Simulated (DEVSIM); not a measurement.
Device: illuminated Si p-on-n cell, one wavelength, with a back-surface field, at 250 K.

Layer 1 from the left is Si, thickness (μm) 0.0570, Na (cm⁻³) 3.1e18, τn (s) 7.7e-6, τp (s) 5.2e-5, absorption coefficient (cm⁻¹) 150. Layer 2 from the left is Si, thickness (μm) 43.0, Nd (cm⁻³) 1.9e15, τn (s) 0.00043, τp (s) 0.00043, absorption coefficient (cm⁻¹) 150. Layer 3 from the left is Si, thickness (μm) 1.90, Nd (cm⁻³) 2.6e18, τn (s) 0.00043, τp (s) 0.00043, absorption coefficient (cm⁻¹) 150.

Left contact: ohmic, minority electron recombination velocity 10000 cm/s. Right contact: ohmic, minority hole recombination velocity 800 cm/s. Voltage is applied to the left contact. Recombination: SRH at mid-gap, radiative, Auger. Light enters at the left, 2.8e16 photons cm⁻² s⁻¹, one pass, no reflection. Mobility is μmin + (μ − μmin)/(1 + (N/Nref)^α).

Constants are typed, rounded textbook-type inputs, not results; the design itself was drawn at random and stands for no fabricated device. Values at 300 K; Nc and Nv go as T^1.5, mobilities as T to minus their exponent, the gap by Varshni's rule with the affinity fixed.

Si: gap (eV) 1.124, affinity (eV) 4.05, permittivity 11.7, Nc (cm⁻³) 2.86e19, Nv (cm⁻³) 3.1e19, μn (cm²/Vs) 1417, μp (cm²/Vs) 470, μn,min 52, μp,min 45, Nref,n 9.7e16, Nref,p 2.2e17, αn 0.68, αp 0.72, T exponent of μn 2.3, T exponent of μp 2.2, B (cm³/s) 4.7e-15, Cn (cm⁶/s) 2.8e-31, Cp (cm⁶/s) 9.9e-32, Varshni α (eV/K) 0.000473, Varshni β (K) 636.

Model (solved in DEVSIM): 1D drift-diffusion, Boltzmann statistics, complete ionisation; no tunnelling, impact ionisation, image-force lowering or self-heating.

What does the simulation give for the dark forward voltage at 1 A/cm², the fill factor, the share of generated pairs collected at short circuit, the dark forward voltage at 100 A/cm²?

dark forward voltage at 1 A/cm² 0.864 V; fill factor 0.86; share of generated pairs collected at short circuit 0.998; dark forward voltage at 100 A/cm² 0.963 V.
